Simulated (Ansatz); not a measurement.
Reference: BP (F-43m), r2SCAN with spin-orbit coupling, rigid bands (plane waves, PAW; Ansatz, an electronic-structure program); axes and stresses refer to this cell.

```
CELL_PARAMETERS angstrom
      0.00000     2.26008     2.26008
      2.26008     0.00000     2.26008
      2.26008     2.26008     0.00000
ATOMIC_POSITIONS crystal
  B  0.00000 0.00000 0.00000
  P  0.25000 0.25000 0.25000
```

* **electron conductivity mass**: 0.32 mₑ
* **hole conductivity mass**: 0.40 mₑ
* **Seebeck coefficient, p-type 1e19 cm⁻³**: 318 μV/K

Q: After one change the values are electron conductivity mass 0.36 mₑ; hole conductivity mass 0.29 mₑ; Seebeck coefficient, p-type 1e19 cm⁻³ 165 μV/K. Name the change that produced these shifts.
A. uniaxial stress along [111] of -12 GPa (compression positive)
B. uniaxial stress along [110] of -20 GPa (compression positive)
C. uniaxial stress along [110] of 4 GPa (compression positive)
D. uniaxial stress along [111] of -4 GPa (compression positive)

A: B, uniaxial stress along [110] of -20 GPa (compression positive)

Masses are for dilute carriers at 300 K, harmonic means over directions unless an axis is named. Seebeck coefficients are for the stated density at 300 K, with one relaxation time for all states and whether or not that doping can be reached. Stresses and pressures are the targets of the relaxation.  The structure type is held under load, also where the real crystal would transform.
